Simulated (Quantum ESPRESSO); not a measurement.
Worked example: self-consistent single point of Ir (Fm-3m, 1 atom in the cell) in Quantum ESPRESSO.

Method: PBE, PseudoDojo standard norm-conserving (PBE) pseudopotentials (plane waves; Quantum ESPRESSO 7.5).

```
CELL_PARAMETERS angstrom
     -1.91040     0.00000     1.91040
      0.00000     1.91040     1.91040
     -1.91040     1.91040     0.00000
ATOMIC_POSITIONS crystal
  Ir 0.00000 0.00000 0.00000
```

Reference input (self-consistent single point, DFT, PBE, plane waves, PseudoDojo standard norm-conserving (PBE) pseudopotentials): ecutwfc = 70 Ry; occupations = smearing; smearing = gauss; degauss = 0.0073499 Ry; potentials = {Ir: Ir.upf}; K_POINTS = automatic 15 15 15 0 0 0; conv_thr = 1e-11 Ry; mixing_beta = 0.7. This run's input differs from it in these lines:

```diff
@@ -15,3 +15,3 @@
  smearing = 'gauss',
- degauss = 0.0073499,
+ degauss = 0.0036749,
 /
@@ -26,3 +26,3 @@
 K_POINTS {automatic}
-15 15 15  0 0 0
+24 24 24  0 0 0
```

Output, abridged:

```
     Self-consistent Calculation

     iteration #  1     ecut=    70.00 Ry     beta= 0.70

     Threshold (ethr) on eigenvalues was too large:
     Diagonalizing with lowered threshold

     total energy              =    -230.31266787 Ry
     estimated scf accuracy    <       0.01658502 Ry

     iteration #  2     ecut=    70.00 Ry     beta= 0.70

     total energy              =    -230.31681948 Ry
     estimated scf accuracy    <       0.00279195 Ry

     iteration #  3     ecut=    70.00 Ry     beta= 0.70

     total energy              =    -230.31744361 Ry
     estimated scf accuracy    <       0.00005509 Ry

   [... 3 blocks of this kind left out ...]

     iteration #  7     ecut=    70.00 Ry     beta= 0.70

     total energy              =    -230.31745289 Ry
     estimated scf accuracy    <          1.6E-11 Ry

     iteration #  8     ecut=    70.00 Ry     beta= 0.70
     End of self-consistent calculation

     Number of k-points >= 100: set verbosity='high' to print the bands.

     the Fermi energy is    26.3877 ev

!    total energy              =    -230.31745289 Ry
     estimated scf accuracy    <          6.6E-14 Ry
     smearing contrib. (-TS)   =      -0.00009484 Ry
     internal energy E=F+TS    =    -230.31735805 Ry

     convergence has been achieved in   8 iterations

     Forces acting on atoms (cartesian axes, Ry/au):

     atom    1 type  1   force =     0.00000000    0.00000000    0.00000000

     Total force =     0.000000     Total SCF correction =     0.000000

          total   stress  (Ry/bohr**3)                   (kbar)     P=      141.45
   0.00096155   0.00000000   0.00000000          141.45        0.00        0.00
   0.00000000   0.00096155   0.00000000            0.00      141.45        0.00
   0.00000000   0.00000000   0.00096155            0.00        0.00      141.45

   JOB DONE.
```

The run converged in 8 iterations. Against the reference run the free energy goes up by 8.2 meV/atom and the pressure goes from 14.04 to 14.14 GPa.

The starting cell has typed, rounded lattice constants, without a prior relaxation at this level. Its lattice was rescaled by up to half a per cent. Spin polarisation is off. With a pressure of about 14 GPa the cell is away from its equilibrium volume at this level.

Cost on one core of a shared machine: roughly 2 min.
